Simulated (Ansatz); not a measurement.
Worked example: relaxation of cell and atoms of Cl (Cmce, 4 atoms in the cell) in Ansatz (a first-principles code).

Method of the run: PBEsol, default PAW files made with PBE (plane waves; Ansatz).

The change in words: atoms on their sites; basis.ecutwfc: 420 eV → 505 eV; relax: default → cell and atoms. Reference geometry:
```xyz
4
Lattice="2.2467 -3.1294 0.0000 2.2467 3.1294 0.0000 0.0000 0.0000 8.2848" Properties=species:S:1:pos:R:3 pbc="T T T"
Cl     3.9407     0.0000     7.4814
Cl     2.7994     0.0000     3.2891
Cl     1.6940     0.0000     4.9957
Cl     0.5527     0.0000     0.8533
```

Reference input (self-consistent single point, DFT, PBEsol, plane waves, default PAW files made with PBE): basis.ecutwfc = 420 eV; kpoints.mp_grid.grid = 7 7 3; hamiltonian.xc = pbesol; hamiltonian.pseudopotentials = {kind: paw} (the program's default PAW files); scf.occupations.method = fermi_dirac; scf.occupations.width = 0.01 eV. This run's input differs from it in these lines:

Ansatz 0.2 input:
```diff
@@ -6,3 +6,3 @@
   atoms:
-    - { symbol: Cl, position: [0.87700000, 0.87700000, 0.90303500] }
+    - { symbol: Cl, position: [0.87700000, 0.87700000, 0.89700000] }
     - { symbol: Cl, position: [0.62300000, 0.62300000, 0.39700000] }
@@ -11,3 +11,3 @@
 basis:
-  ecutwfc: 420.0
+  ecutwfc: 505.0
 kpoints:
@@ -19,2 +19,4 @@
   occupations: { method: fermi_dirac, width: 0.01 }
+relax:
+  cell: {}
 output:
```

The program printed (abridged):

```
   [... SCF lines of the steps left out ...]
relax step   1: F+E_penalty+E_count = -4243.13692844 eV  Δ(F+E_penalty+E_count) = +0.000e0 eV  max|allowed force component| = 2.953e-1 eV/Å  Δτ_max = 0.0000 Å  P = -1.397 GPa  Ω = 116.497 Å³  (6 SCF iters, dr2 threshold 1.00e-7 eV, accepted)
relax step   2: F+E_penalty+E_count = -4243.19333699 eV  Δ(F+E_penalty+E_count) = -5.641e-2 eV  max|allowed force component| = 9.400e-2 eV/Å  Δτ_max = 0.0436 Å  P = -0.136 GPa  Ω = 110.029 Å³  energy of the carried Pulay correction = +1.397e-4 eV  [...]
   [... lines left out ...]
relax step  11: F+E_penalty+E_count = -4243.24771272 eV  Δ(F+E_penalty+E_count) = +2.770e-5 eV  max|allowed force component| = 6.742e-3 eV/Å  Δτ_max = 0.0040 Å  P = +0.022 GPa  Ω = 107.897 Å³  energy of the carried Pulay correction = +1.888e-4 eV  [...]
relax step  12: F+E_penalty+E_count = -4243.24761426 eV  Δ(F+E_penalty+E_count) = +9.846e-5 eV  max|allowed force component| = 6.732e-3 eV/Å  Δτ_max = 0.0000 Å  P = +0.021 GPa  Ω = 107.897 Å³  stress off target by 4.24e-2 GPa  SCF on the basis [...]
basis re-selected at this cell: Δ(F+E_penalty+E_count) = +9.846e-5 eV, ΔP = -0.001 GPa vs the last step
the relaxation is at rest under the 8 symmetry operations that the run kept from its start: a minimum is not shown …
Stability not checked: this state was not tested for a lower state beside it, because too few of the mixer's solves of this state at the end of the SCF gave a …
Free energy (F): -4243.247614 eV
Internal energy: -4243.247614 eV  (E = F + TS)
   [... lines left out ...]
Fermi energy:    2.216519 eV
  cell:  # Å, volume = 107.8975 Å³
   [... lines left out ...]
    - [0.0, 0.0, 8.012497482121166]
  atoms:
    - { symbol: Cl, position: [0.8741684011008837, 0.8741684011008837, 0.888626430393317] }
    - { symbol: Cl, position: [0.6258315988991164, 0.6258315988991164, 0.3886264303933166] }
    - { symbol: Cl, position: [0.3741684011008837, 0.3741684011008837, 0.6113735696066831] }
    - { symbol: Cl, position: [0.12583159889911633, 0.12583159889911633, 0.11137356960668339] }
```

The run converged.  The full log also holds: “iter 5 did not close the SCF: its close was put off for the readings that it lacked (scf_convergence_deferred on its scf_iter line)”. The full log also holds: “iter 5 did not close the SCF: its close was put off for the readings that it lacked (scf_convergence_deferred on its scf_iter line)”.

Summary of the result:
| Property | Value |
|---|---|
| Free energy E − TS (on the zero of these files) | -4243.2476 eV |
| Top of the valence band (on the code's own zero) | 1.21 eV |
| Gap on the k-point mesh | 2.01 eV |
| Pressure | 0.02 GPa |
| Largest force (vector length) | 0.007 eV/Å |
| Final cell | a = b = 3.9811 Å, c = 8.0125 Å, α = β = 90.00°, γ = 121.83° |
| Final volume per atom | 26.97 Å³ |
| Relaxation steps | 12 |

The starting cell has typed, rounded lattice constants, without a prior relaxation at this level. Its lattice was rescaled by up to half a per cent. The relaxation keeps the symmetry of its start, so its end need not be a minimum. Ansatz's pressure includes its estimate of the finite-basis (Pulay) stress.

Cost on one core of a shared machine: roughly 40 s.
